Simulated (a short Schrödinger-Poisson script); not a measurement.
## MOS inversion layer, Si3N4 on p-type GaAs

System: MOS inversion layer, Si3N4 on p-type GaAs, at 400 K.

| layer | material | thickness (nm) | Na (cm⁻³) |
|---|---|---|---|
| 1 | Si3N4 | 5.5 | - |
| 2 | GaAs | 1200 | 1.8e17 |

Constants are typed, rounded textbook-type inputs, not results; the design itself was drawn at random and stands for no fabricated device. Si3N4: permittivity 7.5, conduction-band edge (eV) 1.97, gap (eV) 5.1, electron mass (mₑ) 0.5. GaAs: permittivity 12.9, conduction-band edge (eV) 0, gap (eV) 1.424, Nv at 300 K (cm⁻³) 9e18.

Channel valleys (confinement mass, in-plane density-of-states mass, number): Γ 0.067, 0.067, 1. At the gate the conduction-band edge of layer 1 lies 2.13 eV − eVg above the Fermi level of the channel; the field vanishes at the back. Gaps are held at their typed values at every temperature. Mesh 0.03 nm at interfaces.

Solved with a short Schrödinger-Poisson script written for these runs: 1D Poisson equation in equilibrium, electrons quantum, Hartree plus LDA exchange-correlation (BenDaniel-Duke, 12 states a valley, the channel's in-plane mass for all, wave functions ending at the dielectric), parabolic valleys, classical holes, full ionisation, no traps, pinning or gate leakage.

| Vg (V) | electrons (cm⁻²) | C (μF/cm²) | Γ E0 (meV) | Γ E1 (meV) |
|---|---|---|---|---|
| 0.1 | 5.39e6 | 0.118 | 418.5 | 526.0 |
| 0.2 | 6.52e7 | 0.113 | 332.4 | 443.7 |
| 0.3 | 8.11e8 | 0.112 | 245.4 | 360.4 |
| 0.4 | 1.01e10 | 0.140 | 158.2 | 277.1 |
| 0.5 | 9.19e10 | 0.337 | 80.5 | 203.8 |
| 0.6 | 3.51e11 | 0.574 | 29.6 | 157.7 |
| 0.7 | 7.31e11 | 0.682 | -2.7 | 130.2 |
| 0.8 | 1.16e12 | 0.732 | -27.1 | 110.5 |
| 0.9 | 1.62e12 | 0.760 | -47.9 | 94.3 |
| 1 | 2.09e12 | 0.778 | -66.7 | 80.0 |
| 1.1 | 2.57e12 | 0.791 | -84.3 | 67.0 |
| 1.2 | 3.06e12 | 0.801 | -101.0 | 54.9 |
| 1.3 | 3.56e12 | 0.810 | -117.1 | 43.5 |
| 1.4 | 4.07e12 | 0.818 | -132.7 | 32.8 |
| 1.5 | 4.57e12 | 0.825 | -147.9 | 22.8 |
| 1.6 | 5.09e12 | 0.831 | -162.6 | 13.2 |
| 1.7 | 5.60e12 | 0.837 | -177.0 | 4.2 |
| 1.8 | 6.12e12 | 0.842 | -191.2 | -4.4 |
| 1.9 | 6.65e12 | 0.847 | -205.0 | -12.6 |

Gate voltages with under 1e6 electrons/cm² are left out.

Subbands count from the Fermi level.

Above a few 1e12 electrons/cm² a light Γ valley is non-parabolic and upper valleys begin to fill, which the model leaves out.
